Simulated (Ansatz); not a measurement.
Pressure series in Rh

Base system: Rh in the fcc (Cu type) structure (space group Fm-3m, No. 225; a = 3.8000 Å).

Cell and atoms are relaxed at each pressure.

Level of theory: r2SCAN (Ansatz, a quantum-chemistry and plane-wave program, PAW, spin-orbit coupling left out).

Notes on the quantities. enthalpy: H = E + PV relative to the base's energy.

| case | lattice parameter a | enthalpy |
|---|---|---|
| base | 3.800 Å | – |
| pressure −2 GPa | 3.809 Å | -0.17 eV/atom |
| pressure −1 GPa | 3.805 Å | -0.09 eV/atom |
| pressure 0.9 GPa | 3.796 Å | +0.08 eV/atom |
| pressure 2.1 GPa | 3.791 Å | +0.18 eV/atom |
| pressure 4.5 GPa | [?] | +0.38 eV/atom |
| pressure 9 GPa | 3.763 Å | +0.76 eV/atom |
| pressure 15 GPa | [?] | +1.25 eV/atom |
| pressure 22.5 GPa | 3.716 Å | +1.86 eV/atom |
| pressure 30 GPa | 3.693 Å | +2.45 eV/atom |

### Question
Some entries are withheld; estimate them.

### Answer

- pressure 4.5 GPa, lattice parameter a: 3.781 Å
- pressure 15 GPa, lattice parameter a: 3.741 Å

Load acts through the strain it causes; cell and atoms are relaxed under it. Stability against distortions was not tested. Competing high-pressure phases were not computed. The final runs are not spin-polarised.
